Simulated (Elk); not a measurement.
Band structure of InAs (F-43m, 2 atoms in the cell).

```xyz
2
Lattice="0.0000 3.0300 3.0300 3.0300 0.0000 3.0300 3.0300 3.0300 0.0000" Properties=species:S:1:pos:R:3 pbc="T T T"
In     0.0000     0.0000     0.0000
As     1.5150     1.5150     1.5150
```

Method: PBE, all-electron FP-LAPW, Elk's shipped species files, APW+lo basis with extra local orbitals in Elk 10.2.4.

Settings: xctype = 20; rgkmax = 8; stype = 3; swidth = 0.00183747 Ha; ngridk = 9 9 9; gmaxvr = 18 1/bohr; lmaxapw = 10; lmaxo = 8; nxlo = 2; lorbcnd = true; lradstp = 2; nrmtscf = 2; rmtscf = 0.93; lmaxi = 4.

The starting cell has typed, rounded lattice constants, without a prior relaxation at this level. Values depend on the basis (sphere radii, cutoffs, local orbitals), which need not be converged. The run gives no clean gap (levels at the Fermi energy touch, overlap or are partly filled at this smearing), which alone does not show that the compound is a metal.

Levels in eV from the Fermi level, bands 14 to 21:
```
point      14     15     16     17     18    19    20    21
-----  ------  -----  -----  -----  -----  ----  ----  ----
Γ      -11.88  -0.30  -0.06  -0.06  -0.06  3.85  3.85  3.85
X       -9.90  -5.87  -2.36  -2.36   1.50  2.01  9.09  9.17
W       -9.85  -5.73  -2.98  -2.90   4.12  4.24  4.92  6.03
K       -9.92  -5.74  -3.30  -1.99   2.06  4.20  7.23  7.33
L      -10.44  -5.79  -1.04  -1.04   0.88  4.62  4.62  6.80
U       -9.92  -5.74  -3.30  -1.99   2.06  4.20  7.23  7.33
```

Bands cross the Fermi level along this path, so the cell is metallic at this level.
